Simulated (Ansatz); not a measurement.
Worked example: relaxation of cell and atoms of CdHOF (P2_1, 8 atoms in the cell) in Ansatz (a quantum-chemistry and plane-wave program).

Method: PBEsol, default PAW files made with PBE (plane waves; Ansatz).

The change in words: atoms on their sites; basis.ecutwfc: 420 eV → 295 eV; relax: default → cell and atoms. Reference geometry:
```xyz
8
Lattice="3.5520 0.0000 0.0000 0.0000 4.8689 0.0000 -0.0082 0.0000 5.6561" Properties=species:S:1:pos:R:3 pbc="T T T"
Cd     2.6500     3.6737     4.1980
Cd     0.8938     1.2393     1.5081
H      2.6607     3.3312     1.5407
H      0.8831     0.8967     4.1154
O      0.8764     0.1049     3.5050
O      2.6674     2.5394     2.1511
F      0.8767     2.3359     5.0577
F      2.6672     4.7703     0.5984
```

Reference input (self-consistent single point, DFT, PBEsol, plane waves, default PAW files made with PBE): basis.ecutwfc = 420 eV; kpoints.mp_grid.grid = 5 3 3; hamiltonian.xc = pbesol; hamiltonian.pseudopotentials = {kind: paw} (the program's default PAW files); scf.occupations.method = fixed. This run's input differs from it in these lines:

Ansatz 0.2 input:
```diff
@@ -7,3 +7,3 @@
   atoms:
-    - { symbol: Cd, position: [0.74778000, 0.75453000, 0.74221000] }
+    - { symbol: Cd, position: [0.74776000, 0.75453000, 0.73337000] }
     - { symbol: Cd, position: [0.25224000, 0.25453000, 0.26663000] }
@@ -16,3 +16,3 @@
 basis:
-  ecutwfc: 420.0
+  ecutwfc: 295.0
 kpoints:
@@ -27,2 +27,4 @@
     method: fixed
+relax:
+  cell: {}
 output:
```

The program printed (abridged):

```
   [... SCF lines of the steps left out ...]
relax step   1: F+E_penalty+E_count = -19120.39696088 eV  Δ(F+E_penalty+E_count) = +0.000e0 eV  max|allowed force component| = 1.799e-1 eV/Å  Δτ_max = 0.0000 Å  P = -5.870 GPa  Ω = 97.820 Å³  (8 SCF iters, dr2 threshold 1.00e-7 eV, accepted)
relax step   2: F+E_penalty+E_count = -19121.70648165 eV  Δ(F+E_penalty+E_count) = -1.310e0 eV  max|allowed force component| = 9.628e-2 eV/Å  Δτ_max = 0.0149 Å  P = +12.274 GPa  Ω = 90.741 Å³  energy of the carried Pulay correction = +1.468e0 eV  (8 [...]
   [... lines left out ...]
relax step  36: F+E_penalty+E_count = -19120.49053376 eV  Δ(F+E_penalty+E_count) = -1.117e-4 eV  max|allowed force component| = 5.145e-4 eV/Å  Δτ_max = 0.0004 Å  P = +0.000 GPa  Ω = 90.624 Å³  energy of the carried Pulay correction = +1.041e-4 eV  [...]
relax step  37: F+E_penalty+E_count = -19120.49226426 eV  Δ(F+E_penalty+E_count) = -1.730e-3 eV  max|allowed force component| = 1.823e-3 eV/Å  Δτ_max = 0.0000 Å  P = -0.002 GPa  Ω = 90.624 Å³  stress off target by 4.97e-2 GPa  SCF on the basis [...]
basis re-selected at this cell: Δ(F+E_penalty+E_count) = -1.730e-3 eV, ΔP = -0.002 GPa vs the last step
the relaxation is at rest under the 2 symmetry operations that the run kept from its start: a minimum is not shown …
Stability not checked: this state was not tested for a lower state beside it, because too few of the mixer's solves of this state at the end of the SCF gave a …
Free energy (F): -19120.492264 eV
Internal energy: -19120.492264 eV  (E = F + TS)
   [... lines left out ...]
Fermi energy:    6.250529 eV
  cell:  # Å, volume = 90.6242 Å³
   [... lines left out ...]
    - { symbol: O, position: [0.2500161042177371, 0.023746802375350512, 0.6230508221466274] }
    - { symbol: O, position: [0.7499838957822632, 0.5237468023753505, 0.3769491778533725] }
    - { symbol: F, position: [0.25002382614877533, 0.4732924832516222, 0.890232018684238] }
    - { symbol: F, position: [0.749976173851225, 0.9732924832516223, 0.10976798131576186] }
```

The run converged. 

Summary of the result:
- Free energy E − TS (on the zero of these files): -19120.4923 eV
- Top of the valence band (on the code's own zero): 6.25 eV
- Gap on the k-point mesh: 1.81 eV
- Pressure: 0.00 GPa
- Largest force (vector length): 0.002 eV/Å
- Final cell: a = 3.4415 Å, b = 4.7858 Å, c = 5.5022 Å, α = γ = 90.00°, β = 90.04°
- Final volume per atom: 11.33 Å³
- Relaxation steps: 37

The starting cell comes from a database of computed structures (which also holds hypothetical and non-ambient phases and stackings), without a prior relaxation at this level. Its lattice was rescaled by up to half a per cent. Ansatz's pressure includes its estimate of the finite-basis (Pulay) stress. Without the estimate this run gives -34.76 GPa. The cutoff lies below the one recommended for these files.

Cost on one core of a shared machine: roughly 3 min.
